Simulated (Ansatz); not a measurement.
A computed series for SnO2: response to strain

Take SnO₂ in the rutile structure (space group P4_2/mnm, No. 136; a = 4.7692 Å, c = 3.2120 Å) as the base.

Strains are applied to the cell and any free atomic positions relax.

All numbers come from PBEsol (Ansatz, a first-principles code), without spin-orbit coupling.

Notes on the quantities. energy relative to the base: free energy F.

| variant | band gap | energy relative to the base | electron mass |
|---|---|---|---|
| base | 0.92 eV | 0 meV/atom | 0.17 mₑ along c, 0.19 mₑ across (at Γ) |
| isotropic strain +0.60 % | 0.73 eV | +2.3 meV/atom | 0.16 mₑ along c, 0.17 mₑ across (at Γ) |
| isotropic strain +1.20 % | 0.55 eV | +9.1 meV/atom | 0.15 mₑ (at Γ) |
| isotropic strain +1.80 % | 0.37 eV | +20 meV/atom | 0.14 mₑ (at Γ) |
| isotropic strain +2.40 % | ___ | ___ | ___ |
| isotropic strain +3.00 % | zero | +53 meV/atom | – |

Question: Some entries are withheld; estimate them.

Answer: 
- isotropic strain +2.40 %, band gap: 0.20 eV
- isotropic strain +2.40 %, energy relative to the base: +35 meV/atom
- isotropic strain +2.40 %, electron mass: 0.13 mₑ along c, 0.13 mₑ across (at Γ)

Masses are band curvatures over ±0.01 Å⁻¹ around the edge. Whether these cells are dynamically stable was not tested. The final runs are not spin-polarised. Gaps under 0.05 eV, about the width of the smearing, are given as zero. The zero or small gap of SnO2 under isotropic strain +2.40 % and SnO2 under isotropic strain +3.00 % can change with the level of theory.
